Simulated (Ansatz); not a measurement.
System: Co (model structure, from the diamond type, Fd-3m, No. 227). Method: r²SCAN+rVV10 (Ansatz, a quantum-chemistry and plane-wave program, PAW).

Excerpt of the program's output:

```
WARN output.stress: scf.convergence.dr2_threshold = 1e-7 eV (the SCF's general default) is looser than the 2e-10 eV advised for a printed stress (1e-10 eV for …
Relaxation: its limit of steps is 80 (relax.max_steps)
Crystal: 2 atoms, lattice volume = 32.187 Å³
Basis set: ecut = 560 eV, 941 PW (Γ), exchange–correlation on 90×90×90 points (27 copies of the dense FFT grid, shifted against one another)
Bands: 24, of which v1, the nominal top of the filled ones, is band 17 counted from 1 (16 counted from 0)
Symmetry: 48 space group operations
Space group: Fd-3m (ITA 227), of the structure as read, at distance tolerance 3.2e-5 Å
k-points: 256 of 8000
Initial density: superposition of atomic densities (chi_scale 0.1, normalization cell)
Functional: x = r2scan, c = r2scan + rvv10(b = 11.95, C = 0.0093); τ floored in thin density (d = 2e-4 eV/Å³)
spin=Collinear: Kerker preconditioning applied to the charge; magnetization (m = ρ↑ − ρ↓) channel mixes plain (no charge-response kernel on spin).
SCF 1 converged in 17 iterations: F = -10258.414158 eV  dr2 = 3.29e-9
relax step   1: F+E_penalty+E_count = -10258.41415757 eV  Δ(F+E_penalty+E_count) = +0.000e0 eV  max|allowed force component| = 6.939e-18 eV/Å  Δτ_max = 0.0000 Å  (17 SCF iters, accepted)
Crystal: 2 atoms, lattice volume = 32.187 Å³
Initial density: handed on by an earlier stage of this run
SCF 2 converged in 2 iterations: F = -10258.414158 eV  dr2 = 7.86e-9
SCF converged after 2 iterations
Magnetization: 3.6805 μB (18.8403 up, 15.1597 down)
Free energy (F): -10258.414158 eV
Internal energy: -10258.401102 eV  (E = F + TS)
E sigma→0 (E₀):  -10258.407630 eV
Fermi energy:    11.227887 eV
--- Forces (eV/Å), atoms counted from 1 ---
  atom   1  Co     0.00000000     0.00000000    -0.00000000
  atom   2  Co     0.00000000     0.00000000    -0.00000000
--- Stress (GPa, compression-positive) ---
       -2.151402      -0.000000      -0.000000
        0.000000      -2.151402       0.000000
       -0.000000      -0.000000      -2.151402
  P = ⅓ Tr σ = -2.1514 GPa (-21.514 kbar)
```

Task: Write an input file that produces this run.

Result: One answer among several that fit: 
Ansatz 0.2 input:
```yaml
crystal:
  lattice:
    - [0.0, 2.5247312408, 2.5247312408]
    - [2.5247312408, 0.0, 2.5247312408]
    - [2.5247312408, 2.5247312408, 0.0]
  atoms:
    - { symbol: Co, position: [0.75, 0.75, 0.75], spin: 3.0 }
    - { symbol: Co, position: [0.5, 0.5, 0.5], spin: 3.0 }
basis:
  ecutwfc: 560
  ecutrho_ratio: 4
  xc_grid: 3
kpoints:
  mp_grid: { grid: [20, 20, 20] }
hamiltonian:
  xc: r2scan
  dispersion: rvv10
  pseudopotentials: { kind: paw }
scf:
  occupations: { method: fermi_dirac, width: 0.05 }
output:
  forces: true
  stress: true
  eigenvalues: true
magnetization:
  spin_polarized: true
relax:
  f_tol: 0.004
  escape_saddle: false
  max_steps: 80
```

The cell is one volume of an energy–volume scan, off the minimum.

The PAW data were made under PBE.

The run is spin-polarised with parallel starting moments, which need not be the measured order.

Note: the magnetic order was assumed, not searched for or taken from measurement. Note: the cell keeps the symmetry of its start, so it can be a saddle point.

The result took around 110 core-seconds (rough).

A model structure was made by putting elements into a prototype or built by hand; it is no filed structure, need not be a known phase, and can be a saddle point held by its symmetry.
